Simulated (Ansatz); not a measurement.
Cost and result by functional for the adsorption energy of CO on the 1x1 (0001) surface of hcp Ti, one in a 2x2 cell, started at the site 'hollow Ti-Ti-Ti over Ti at depth 2.2 Å', in Ansatz (plane waves, PAW). Single points on the PBE structure, on one kind of machine; costs are rough ratios of the slab run's core time (references not counted) to the cheapest single point. r2SCAN's cost holds its higher cutoff (500 against 420 eV). Differences are taken against r2SCAN for comparison alone: no measured value is at hand, so the table doesn't rank accuracy.

Set-up: 18 atoms, 6.8 Å thick at the start under the adsorbate (thin: gaps and levels are the slab's own); mesh 6x6x1; 0.1 eV smearing; dipole correction on; 8 atoms held, the rest relaxed; held to the start's symmetry, so lower structures may exist; no spin, no spin-orbit, no U, no dispersion correction. At the end it is bonded to 3 Ti. In PBE it is, or lies within 0.03 eV of, the lowest of the starts that converged. These notes are the PBE run's. Adsorption energies are against CO(g). A negative adsorption energy means that the adsorbate is more stable on the surface than in its reference.

```
functional                     relative cost  adsorption energy (eV)  less r2SCAN (eV)
-----------------------------  -------------  ----------------------  ----------------
RPBE                                       1                   -1.61              0.49
r2SCAN                                     2                   -2.09              0.00
PBE (the relaxed run's value)              –                   -1.90              0.19
```

The values span 0.49 eV, while the single points' costs differ by a factor of roughly 2. Differences are of unrounded values.

Ansatz is a quantum-chemistry and plane-wave program.
